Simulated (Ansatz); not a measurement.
Consider Y in the hcp (Mg type) structure (space group P6_3/mmc, No. 194; relaxed with 0.1 eV smearing).

```xyz
2
Lattice="3.5943 0.0000 0.0000 -1.7972 3.1128 0.0000 0.0000 0.0000 5.6099" Properties=species:S:1:pos:R:3 pbc="T T T"
Y      1.7972     1.0376     4.2074
Y      0.0000     2.0752     1.4025
```

Cartesian axes are those of the cell as printed.

Method: PBEsol in Ansatz (plane waves to 420 eV, PAW, no spin-orbit coupling).

Strains are applied to the cell and any free atomic positions relax.

One change was made to it. Results:

| quantity | base | after |
|---|---|---|
| band gap | zero | zero |
| energy relative to the base (free energy F) | 0 meV/atom | +4.6 meV/atom |

**Question.** What was done to the base?
(A) uniaxial strain ε_xx = +0.50 %
(B) uniaxial strain ε_xx = +3.00 %
(C) uniaxial strain ε_xx = +2.50 %
(D) uniaxial strain ε_xx = −1.50 %

**Answer.** C, uniaxial strain ε_xx = +2.50 %. For comparison, the energy relative to the base in the other runs: uniaxial strain ε_xx = −1.50 % gives +1.7 meV/atom; uniaxial strain ε_xx = +3.00 % gives +6.5 meV/atom; uniaxial strain ε_xx = +0.50 % gives +0.2 meV/atom.

Whether these cells are dynamically stable was not tested. All final runs are without spin polarisation.

Ansatz is a first-principles code.
